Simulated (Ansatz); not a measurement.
```xyz
2
Lattice="0.0000 2.9909 2.9909 2.9909 0.0000 2.9909 2.9909 2.9909 0.0000" Properties=species:S:1:pos:R:3 pbc="T T T"
Cu     0.0000     0.0000     0.0000
I      1.4955     1.4955     1.4955
```

No spin polarisation.

The values are results of PBEsol (Ansatz, a first-principles code; PAW; 420 eV plane waves; no spin-orbit coupling), not measurements. Settings: 10×10×10 k-points, 0.05 eV Fermi–Dirac smearing.

### Question
Predict the band gap and hole mass.

### Answer
- Band gap = 1.11 eV
- Hole mass (degenerate bands, along [100]) = 0.20, 0.66, 0.66 mₑ (at Γ)

With I present, leaving out spin-orbit coupling can change the band edges. Load acts through the strain it causes; cell and atoms are relaxed under it. Masses are band curvatures over ±0.01 Å⁻¹ around the edge. No phonon test of stability was made. The final runs are not spin-polarised. The cell was made from CuI in the zinc blende structure (space group F-43m, No. 216) by this change: pressure −1 GPa.
